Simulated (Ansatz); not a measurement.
**Effect of Co vacancy, symmetric start on CoSi2**

Consider a 27-atom supercell of CoSi2 (space group Fm-3m, No. 225; a = 5.3127 Å; non-magnetic) at its relaxed geometry.

One thing is altered: one Co atom is removed, atoms relaxed at fixed cell.

Method: PBEsol (Ansatz, a first-principles code, PAW, no spin-orbit coupling), earlier PAW set. Γ-centred 6×6×6 mesh, Fermi–Dirac width 0.05 eV.

The pressure goes from zero to -2.7 GPa and the total moment of the cell amounts to 0.0 μB. The largest displacement of a host atom from its site in the perfect cell amounts to 0.06 Å and the mean distance from the defect site to its nearest host atoms shrinks by 0.10 bohr, from 4.35 bohr to 4.25 bohr.

Cost of the whole job for the changed cell (relaxation, final SCF and bands): around 30 core-minutes (rough).

The magnetic state is the one reached from the starting moments; the real material's order can differ, and small cells can't hold many antiferromagnetic ones. In so small a cell the defect repeats every few ångströms: this is an ordered compound, not a dilute defect. The defect started on the symmetric site and kept its symmetry, so it may sit on a saddle. Seeded moments were not kept for Co vacancy and the base. Spin-polarised in the final run: Co vacancy; the other runs are not. An odd electron count without spin: CoSi2. The defect cell is spin-polarised and ends with 0.0 μB.
